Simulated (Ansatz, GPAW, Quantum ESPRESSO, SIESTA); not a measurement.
**One structure in several programs: KMg6Cd (Amm2, 8 atoms in the cell)**

Self-consistent single point.

```xyz
8
Lattice="5.2867 0.0000 0.0000 0.0000 3.3604 5.7428 0.0000 -3.3604 5.7428" Properties=species:S:1:pos:R:3 pbc="T T T"
K      0.0000     0.0000     9.5512
Mg     0.0000    -1.6561     6.6849
Mg     0.0000     1.6561     6.6849
Mg     0.0000     0.0000     3.8676
Mg     2.6434    -1.5786     4.8472
Mg     2.6434     1.5786     4.8472
Mg     2.6434     0.0000     1.9173
Cd     2.6434     0.0000     7.5425
```

Shared settings, as Ansatz (a first-principles code) writes them: kpoints.mp_grid.grid = 4 3 3; scf.occupations.method = gaussian; scf.occupations.width = 0.05 eV. Potentials and cutoffs stand in the table.

```csv
code,model,pressure (GPa),largest force (eV/Å),cutoff
SIESTA,"LDA PW92, numerical atomic orbitals DZP, PseudoDojo LDA standard norm-conserving potentials (rewritten from UPF to PSML)",0.97,0.176,grid 350 Ry
GPAW,"LDA (Perdew-Wang 92), GPAW PAW datasets LDA (gpaw-data 1.0.1)",-1.60,0.082,850 eV
Quantum ESPRESSO,"LDA (PZ), GBRV 1.5 ultrasoft (LDA) pseudopotentials",-1.82,0.082,40 Ry
Ansatz,"LDA (PW92), PAW files made with PBE",-1.56,0.081,420 eV
```

Size of the force on each atom (eV/Å): Sizes of forces hide their directions.

```json
[
 {"code": "SIESTA", "K1": "0.139", "Mg2": "0.131", "Mg3": "0.131", "Mg4": "0.017", "Mg5": "0.176", "Mg6": "0.176", "Mg7": "0.041", "Cd8": "0.114"},
 {"code": "GPAW", "K1": "0.082", "Mg2": "0.061", "Mg3": "0.061", "Mg4": "0.064", "Mg5": "0.055", "Mg6": "0.055", "Mg7": "0.023", "Cd8": "0.011"},
 {"code": "Quantum ESPRESSO", "K1": "0.082", "Mg2": "0.056", "Mg3": "0.056", "Mg4": "0.063", "Mg5": "0.056", "Mg6": "0.056", "Mg7": "0.023", "Cd8": "0.005"},
 {"code": "Ansatz", "K1": "0.081", "Mg2": "0.057", "Mg3": "0.057", "Mg4": "0.063", "Mg5": "0.055", "Mg6": "0.055", "Mg7": "0.023", "Cd8": "0.006"}
]
```

The spread over the programs that give each value: pressure within 2.79 GPa; largest force within 0.095 eV/Å.

SIESTA uses small atom-centred bases, whose incompleteness enters pressures, forces and empty levels differently from a plane-wave cutoff. Ansatz's pressure is given at a fixed set of plane waves, as the other plane-wave codes print theirs. The same LDA comes in different parametrisations, which differ slightly. In the pressure, SIESTA (by 2.57) lies more than 1 GPa from the median of the plane-wave programs. In the force vectors, SIESTA (by 0.146) lies more than 0.08 eV/Å from the median of the plane-wave programs.

The starting cell comes from a database of computed structures (which also holds hypothetical and non-ambient phases and stackings), without a prior relaxation at this level. Its lattice was rescaled by a random factor within 2.5 % of one.

Left out of this page: CP2K (unsound by tests on forces, stress, charge or solver warnings).

Keys are those of Ansatz 0.2.
